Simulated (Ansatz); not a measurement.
## CsPbCl3 under a change: Cs → H

The parent structure is CsPbCl3 in the cubic perovskite structure (space group Pm-3m, No. 221; a = 5.736 Å).

Modification: full substitution Cs → H, then cell and atoms are relaxed.

Level of theory: PBE (Ansatz, an electronic-structure program; PAW; 420 eV plane waves; no spin-orbit coupling). Γ-centred 9×9×9 mesh, Fermi–Dirac width 0.05 eV, for the changed cell.

```
quantity                           base          changed        shift
-------------------  ------------------  ---------------  -----------
volume per atom                37.74 Å³         31.74 Å³     -6.00 Å³
density                      3.93 g/cm³       3.29 g/cm³  -0.64 g/cm³
lattice parameter a             5.736 Å          5.414 Å    -0.3215 Å
space group             Pm-3m (No. 221)  Pm-3m (No. 221)            –
band gap                        2.21 eV             zero            –
magnetic state       not spin-polarised    ferromagnetic            –
largest site moment             0.00 μB          0.90 μB     +0.90 μB
```

Final structure:

```
CELL_PARAMETERS angstrom
      5.41411     0.00000     0.00000
      0.00000     5.41411     0.00000
      0.00000     0.00000     5.41411
ATOMIC_POSITIONS crystal
  H  0.00000 0.00000 0.00000
  Pb 0.50000 0.50000 0.50000
  Cl 0.00000 0.50000 0.50000
  Cl 0.50000 0.50000 0.00000
  Cl 0.50000 0.00000 0.50000
```

The magnetic state is the one reached from the starting moments; the real material's order can differ, and small cells can't hold many antiferromagnetic ones. Spin-orbit coupling, missing from the scalar runs, can matter with Pb. No phonon test of stability was made. As relaxed here, PbHCl3 is a hypothetical phase, not in the database extracts checked. Many cubic perovskites are stable only at high temperature; tilts and polar distortions were not tested. This is not the structure that CsPbCl3 has at room temperature and ambient pressure.
